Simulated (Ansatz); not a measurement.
Reference: Ge3N4 (P6_3/m), PBEsol, rigid bands (plane waves, PAW, scalar-relativistic; Ansatz, a quantum-chemistry and plane-wave program); geometry: cell and atoms relaxed with PBEsol.

```xyz
14
Lattice="8.0566 0.0000 0.0000 -4.0283 6.9772 0.0000 0.0000 0.0000 3.0846" Properties=species:S:1:pos:R:3 pbc="T T T"
Ge     5.7362     1.6547     2.3135
Ge    -1.7079     5.3225     0.7712
Ge     1.4350     5.7950     0.7712
Ge     2.5932     1.1822     2.3135
Ge     3.7554     4.1403     2.3135
Ge     0.2728     2.8369     0.7712
N      4.0283     2.3257     2.3135
N      0.0000     4.6515     0.7712
N      1.4705     6.7973     2.3135
N      2.5578     0.1799     0.7712
N      2.9052     4.6721     0.7712
N      1.1231     2.3051     2.3135
N     -2.5936     4.8521     2.3135
N      6.6218     2.1251     0.7712
```

| Item | Result |
|---|---|
| band gap | 2.09 eV |
| electron conductivity mass | 0.26 mₑ |
| Seebeck coefficient, n-type 1e19 cm⁻³ | -139 μV/K |

### Question
Replace Ge by Si on the same sites and relax. What happens?

### Answer
Si3N4 (P6_3/m): volume per atom 12.4 to 10.5 Å³; band gap rises (2.09 eV to 4.19 eV); electron conductivity mass rises (0.26 mₑ to 0.50 mₑ); Seebeck coefficient, n-type 1e19 cm⁻³ rises in size (-139 μV/K to -264 μV/K).

Moves up to 5 % count as about the same. Masses are for dilute carriers at 300 K, harmonic means over directions unless an axis is named. Seebeck coefficients are for the stated density at 300 K, with one relaxation time for all states and whether or not that doping can be reached. Spin-orbit coupling is left out.

Computed structure with no diffraction record at hand here (it may be known, metastable or hypothetical): Ge3N4 (P6_3/m).
